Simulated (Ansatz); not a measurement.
The starting structures come from a database of crystals and need not be the phases stable at ambient conditions.

The decay constant κ of evanescent states in the gap governs leakage through a thin film.

Input:

```xyz
9
Lattice="5.9751 0.0000 0.0000 2.9875 7.3462 0.0000 2.9875 0.0000 5.0669" Properties=species:S:1:pos:R:3 pbc="T T T"
Cs     5.9751     4.9785     0.0000
Cs     2.9875     2.3677     0.0000
Ni     0.0000     0.0000     0.0000
Ni     1.4938     0.0000     2.5334
Ni     4.4813     0.0000     2.5334
S      5.9750     1.4161     1.6996
S      5.9751     5.9301     3.3673
S      2.9875     1.4161     3.3673
S      8.9626     5.9301     1.6996
```

Space group of this cell: Fmmm. The cell is taken as given; by r2SCAN its mean pressure is -0.7 GPa.

Transport runs along the normal of the first two printed cell vectors.

The gap is the functional's own, uncorrected, and κ follows it; spin-orbit coupling is left out. Mid-gap values are interpolated between the computed energies.

Task: Give the band gap and the smallest decay constant κ at mid-gap that Ansatz (a quantum-chemistry and plane-wave program) with r2SCAN yields.

Result: Gap 1.18 eV on a 6×6×6 mesh; κ = 0.234 1/Å, at (0.000, 0.500) of the in-plane reciprocal vectors. At the zone centre, at the nearest computed energy, the slowest state has κ = 0.27 1/Å.
